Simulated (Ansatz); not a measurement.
Structures of equal composition on the (111) surface of fcc Al: a layer of Au in place of the second plane; a layer of Au in place of the third plane. The slabs share one bottom face, and each structure is named by its start. These are constructed structures in small cells; real faces may alloy, dewet or reconstruct in larger ones, and not all known structures of the face are among them. Slabs of about 12 Å, Fermi-Dirac smearing of 0.1 eV. Bottom of the slabs: a bare face, its two planes held. Relaxed from the named starts with such symmetry as they have, on meshes of like density; energies extrapolated to zero smearing; spin only where a row says so; no spin-orbit coupling, no U. Brackets mark spin-polarised runs, whose order is one that fits the cell.

Computed with PBE (plane waves to 420 eV, PAW; Ansatz, a quantum-chemistry and plane-wave program).

### Question
Put the candidates in order of energy per 1x1 cell, lowest first, for PBE.

### Answer
a layer of Au in place of the third plane (0.000 eV), a layer of Au in place of the second plane (0.036 eV)
